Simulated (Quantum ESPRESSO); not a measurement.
**Sensitivity of a calculation on RbZn4As3 (P4/mmm, 8 atoms in the cell) to its settings**

```
RbZn4As3
1.0
    4.18892     0.00000     0.00000
    0.00000     4.18892     0.00000
    0.00000     0.00000    10.39849
Rb Zn As
1 4 3
Direct
  0.00000   0.00000   0.50000
  0.00000   0.50000   0.15912
  0.50000   0.00000   0.15912
  0.00000   0.50000   0.84088
  0.50000   0.00000   0.84088
  0.50000   0.50000   0.29233
  0.50000   0.50000   0.70767
  0.00000   0.00000   0.00000
```

Base run A: Quantum ESPRESSO 7.5 with PBEsol, GBRV 1.5 ultrasoft (PBESOL) pseudopotentials, self-consistent single point.

Its settings: ecutwfc = 50 Ry; ecutrho = 250 Ry; occupations = smearing; smearing = gauss; degauss = 0.019992 Ry; potentials = {Rb: rb_pbesol_v1.uspp.F.UPF, Zn: zn_pbesol_v1.uspp.F.UPF, As: as_pbesol_v1.uspp.F.UPF}; K_POINTS = automatic 4 4 2 1 1 1; conv_thr = 1e-11 Ry.

The starting cell comes from a database of published, mostly measured structures (it also holds non-ambient and calculated ones), without a prior relaxation at this level. Its lattice was rescaled by a random factor within 2.5 % of one. The shifted mesh does not hold Γ, so a gap read on it misses any band edge there.

ΔF is the free energy per atom less that of run A. A dash stands where there is no value to compare (another energy zero or no entropy term, no result, no spin, no clean gap, or a mesh too coarse for one). Total energies depend on the potentials, the functional and any Hubbard or dispersion term, so they are compared only between runs that share all of them.

Runs:
- B: pseudopotentials: {Rb: rb_pbesol_v1.uspp.F.UPF, Zn: zn_pbesol_v1.uspp.F.UPF, As: as_pbesol_v1.uspp.F.UPF} → {Rb: rb_pbe_v1.uspp.F.UPF, Zn: zn_pbe_v1.uspp.F.UPF, As: as_pbe_v1.uspp.F.UPF}; input_dft: default → blyp [BLYP]
- C: K_POINTS: automatic 4 4 2 1 1 1 → automatic 3 3 2 1 1 1
- D: ecutwfc: 50 Ry → 25 Ry; ecutrho: 250 Ry → 125 Ry
- E: 2 x 1 x 1 supercell, mesh divided to match; K_POINTS: automatic 4 4 2 1 1 1 → automatic 2 4 2 1 1 1
- F: nbnd: default → 54
- G: mixing_beta: default → 0.5; mixing_mode: default → TF
- H: mixing_beta: default → 0.6
- I: mixing_ndim: default → 16

| run | ΔF (meV/atom) | pressure (GPa) | largest force (eV/Å) | k-points | valence electrons |
|---|---|---|---|---|---|
| A | 0.00 | -2.44 | 0.085 | 3 | 104 |
| B | – | 3.84 | 0.372 | 3 | 104 |
| C | -42.0 | -2.65 | 0.050 | 3 | 104 |
| D | 2755.7 | -117.43 | 0.048 | 3 | 104 |
| E | 0.00 | -2.43 | 0.085 | 2 | 208 |
| F | 0.00 | -2.44 | 0.085 | 3 | 104 |
| G | 0.00 | -2.44 | 0.085 | 3 | 104 |
| H | 0.00 | -2.44 | 0.085 | 3 | 104 |
| I | 0.00 | -2.44 | 0.085 | 3 | 104 |

Run B against A: The pressure goes from -2.44 to 3.84 GPa, the largest force goes from 0.085 to 0.372 eV/Å and the gap on the mesh goes from 1.639 to 1.593 eV.

Run C against A: The free energy goes down by 42.0 meV/atom, the pressure goes from -2.44 to -2.65 GPa, the largest force goes from 0.085 to 0.050 eV/Å and the gap on the mesh goes from 1.639 to 1.234 eV.
